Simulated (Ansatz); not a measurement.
Ti₃Mo (model structure, started from the Cu3Au type, Pm-3m, No. 221, 4 atoms in the cell), treated with PBEsol (Ansatz, a quantum-chemistry and plane-wave program, plane waves, PAW).

Settings: plane-wave cutoff 520 eV, 14×14×14 k mesh, Fermi–Dirac smearing 0.05 eV, no spin polarisation, scalar-relativistic PAW data made under PBE.

Cell (relaxed at this level):

```cif
data_MoTi3
_chemical_formula_sum 'Ti3 Mo1'
_space_group_name_H-M_alt 'P 1'
_space_group_IT_number 1
_cell_length_a 4.00876
_cell_length_b 4.00876
_cell_length_c 4.00876
_cell_angle_alpha 90.000
_cell_angle_beta 90.000
_cell_angle_gamma 90.000
loop_
_space_group_symop_operation_xyz
  'x, y, z'
loop_
_atom_site_label
_atom_site_type_symbol
_atom_site_fract_x
_atom_site_fract_y
_atom_site_fract_z
_atom_site_occupancy
Ti1 Ti 0.00000 0.50000 0.50000 1
Ti2 Ti 0.50000 0.50000 0.00000 1
Ti3 Ti 0.50000 0.00000 0.50000 1
Mo1 Mo 0.00000 0.00000 0.00000 1
```

**Question.** What does this level give for the bulk modulus B0?

**Answer.** 
* **bulk modulus B0**: 147 GPa

Note: the run has no spin polarisation, so it can have missed a magnetic state; the bulk modulus is −V dP/dV from two relaxed cells at ±2 % in volume; the relaxation could raise the start's symmetry but not lower it, so the cell can be a saddle point.

The result took very roughly 90 core-seconds.

A model structure was made by putting elements into a prototype or built by hand; it is no filed structure, need not be a known phase, and can be a saddle point held by its symmetry.
